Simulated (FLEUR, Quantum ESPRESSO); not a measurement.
A FLEUR input for a self-consistent single point of BaB6 (Pm-3m, 7 atoms in the cell) (DFT, LDA (Vosko-Wilk-Nusair), all-electron FLAPW (FLEUR), scalar-relativistic valence):

Input of the input generator:

```
BaB6 FLAPW
&input film=f /
4.2306520000 0.0000000000 0.0000000000
0.0000000000 4.2306520000 0.0000000000
0.0000000000 0.0000000000 4.2306520000
1.8897261246
1.0 1.0 1.0

7
56 0.0000000000 0.0000000000 0.0000000000
5 0.2056600000 0.5000000000 0.5000000000
5 0.7943400000 0.5000000000 0.5000000000
5 0.5000000000 0.2056600000 0.5000000000
5 0.5000000000 0.7943400000 0.5000000000
5 0.5000000000 0.5000000000 0.2056600000
5 0.5000000000 0.5000000000 0.7943400000

&comp jspins=1 /
&exco xctyp='vwn' /
&kpt div1=10 div2=10 div3=10 gamma=t /
&end /
```

```xml
<?xml version="1.0" encoding="UTF-8" standalone="no"?>
<fleurInput fleurInputVersion="0.39">
   <comment>
      BaB6 FLAPW                                                                                          
   </comment>
   <calculationSetup>
      <cutoffs Kmax="4.0" Gmax="14.0" GmaxXC="14.0" numbands="0"/>
      <scfLoop itmax="100" minDistance="0.00001" maxIterBroyd="40" imix="Anderson" alpha="0.05" precondParam="0.0" spinf="2.0"/>
      <coreElectrons ctail="T" frcor="F" kcrel="0" coretail_lmax="0"/>
      <xcFunctional name="vwn" relativisticCorrections="F"/>
      <magnetism jspins="1"/>
      <soc l_soc="F" theta="0.0" phi="0.0" spav="F"/>
      <expertModes spex="0" secvar="F"/>
      <geometryOptimization l_f="T" forcealpha="1.0" forcemix="BFGS" epsdisp="0.00001" epsforce="0.00001"/>
      <ldaU l_linMix="F" mixParam="0.05" spinf="1.0"/>
   </calculationSetup>
   <cell>
      <bzIntegration valenceElectrons="28.0" mode="gauss" fermiSmearingEnergy="0.00367493">
         <kPointListSelection listName="default-1"/>
         <!-- k-points included here -->
         <xi:include xmlns:xi="http://www.w3.org/2001/XInclude" href="kpts.xml"> </xi:include>
      </bzIntegration>
      <!-- symmetry operations included here -->
      <xi:include xmlns:xi="http://www.w3.org/2001/XInclude" href="sym.xml"> </xi:include>
      <bulkLattice scale="1.0">
         <bravaisMatrix>
            <row-1>    7.9947736084912391     0.0000000000000000     0.0000000000000000</row-1>
            <row-2>    0.0000000000000000     7.9947736084912391     0.0000000000000000</row-2>
            <row-3>    0.0000000000000000     0.0000000000000000     7.9947736084912391</row-3>
         </bravaisMatrix>
      </bulkLattice>
   </cell>
   <atomSpecies>
      <species name="Barium (Ba)" element="Ba" atomicNumber="56">
         <mtSphere radius="2.68" gridPoints="925" logIncrement="0.014"/>
         <atomicCutoffs lmax="10" lnonsphr="8"/>
         <electronConfig flipSpins="F">
            <coreConfig>(1s1/2) (2s1/2) (2p1/2) (2p3/2) (3s1/2) (3p1/2) (3p3/2) (4s1/2) (3d3/2) (3d5/2) (4p1/2) (4p3/2) (4d3/2) (4d5/2)</coreConfig>
            <valenceConfig>(5s1/2) (5p1/2) (5p3/2) (6s1/2)</valenceConfig>
         </electronConfig>
         <energyParameters s="6" p="6" d="5" f="4"/>
         <lo type="SCLO" l="0" n="5" eDeriv="0"/>
         <lo type="SCLO" l="1" n="5" eDeriv="0"/>
      </species>
      <species name="Boron (B)" element="B" atomicNumber="5">
         <mtSphere radius="1.53" gridPoints="529" logIncrement="0.019"/>
         <atomicCutoffs lmax="6" lnonsphr="4"/>
         <electronConfig flipSpins="F">
            <coreConfig>(1s1/2)</coreConfig>
            <valenceConfig>(2s1/2) (2p1/2) (2p3/2)</valenceConfig>
            <stateOccupation state="(2p1/2)" spinUp="0.1666666666667" spinDown="0.1666666666667"/>
            <stateOccupation state="(2p3/2)" spinUp="0.3333333333333" spinDown="0.3333333333333"/>
         </electronConfig>
         <energyParameters s="2" p="2" d="3" f="4"/>
      </species>
   </atomSpecies>
   <atomGroups>
      <atomGroup species="Barium (Ba)">
         <relPos label="                   1">.0000000000 .0000000000 .0000000000</relPos>
         <force calculate="T" relaxXYZ="TTT"/>
      </atomGroup>
      <atomGroup species="Boron (B)">
         <relPos label="                   2">.2056600000 1.000/2.000 1.000/2.000</relPos>
         <relPos label="                   3">-.2056600000 1.000/2.000 1.000/2.000</relPos>
         <relPos label="                   4">1.000/2.000 .2056600000 1.000/2.000</relPos>
         <relPos label="                   5">1.000/2.000 -.2056600000 1.000/2.000</relPos>
         <relPos label="                   6">1.000/2.000 1.000/2.000 .2056600000</relPos>
         <relPos label="                   7">1.000/2.000 1.000/2.000 -.2056600000</relPos>
         <force calculate="T" relaxXYZ="TTT"/>
      </atomGroup>
   </atomGroups>
   <output dos="F" band="F" slice="F">
      <checks vchk="F" cdinf="F"/>
      <bandDOS minEnergy="-.5*Htr" maxEnergy="0.5*Htr" sigma="0.015" storeEVData="T"/>
      <vacuumDOS vacdos="F" integ="F" star="F" nstars="0" locx1="0.0" locy1="0.0" locx2="0.0" locy2="0.0" nstm="0" tworkf="0.0"/>
      <unfoldingBand unfoldBand="F" supercellX="1" supercellY="1" supercellZ="1"/>
      <plotting iplot="0" polar="F">
         <plot TwoD="T" vec1="  1.0  0.0  0.0" vec2="  0.0  1.0  0.0" vec3="  0.0  0.0  1.0" zero="  0.0  0.0  0.0" file="plot"/>
      </plotting>
      <chargeDensitySlicing numkpt="0" minEigenval="0.0" maxEigenval="0.0" nnne="0" pallst="F"/>
      <specialOutput eonly="F"/>
      <magneticCircularDichroism mcd="F" energyLo="-10.0" energyUp="0.0"/>
   </output>
  <!-- We include the file relax.xml here to enable relaxations (see documentation) -->
  <xi:include xmlns:xi="http://www.w3.org/2001/XInclude" href="relax.xml"> <xi:fallback/> </xi:include>
</fleurInput>
```

Give the Quantum ESPRESSO input for the same structure, mesh, smearing and functional.

One input that does it (others would too):

```fortran
&CONTROL
 calculation = 'scf',
 outdir = './tmp/',
 pseudo_dir = './',
 tprnfor = .true.,
 tstress = .true.,
/
&SYSTEM
 ibrav = 0,
 nat = 7,
 ntyp = 2,
 ecutwfc = 40,
 ecutrho = 200,
 occupations = 'smearing',
 smearing = 'gauss',
 degauss = 0.0073499,
/
&ELECTRONS
 conv_thr = 1.0e-11,
/
ATOMIC_SPECIES
Ba   137.3270  ba_lda_v1.uspp.F.UPF
B     10.8100  b_lda_v1.4.uspp.F.UPF
CELL_PARAMETERS {angstrom}
   4.230652000     0.000000000     0.000000000
   0.000000000     4.230652000     0.000000000
   0.000000000     0.000000000     4.230652000
ATOMIC_POSITIONS {crystal}
Ba    0.000000000    0.000000000    0.000000000
B     0.205660000    0.500000000    0.500000000
B     0.794340000    0.500000000    0.500000000
B     0.500000000    0.205660000    0.500000000
B     0.500000000    0.794340000    0.500000000
B     0.500000000    0.500000000    0.205660000
B     0.500000000    0.500000000    0.794340000
K_POINTS {automatic}
10 10 10  0 0 0
```

Basis, cutoffs, solver keys and any potentials are the target program's own. This input uses DFT, LDA (PZ), plane waves, GBRV 1.5 ultrasoft (LDA) pseudopotentials. LDA parametrisations can differ slightly between programs.

The starting cell comes from a database of computed structures (which also holds hypothetical and non-ambient phases and stackings), without a prior relaxation at this level. Its lattice was rescaled by a random factor within 2.5 % of one.
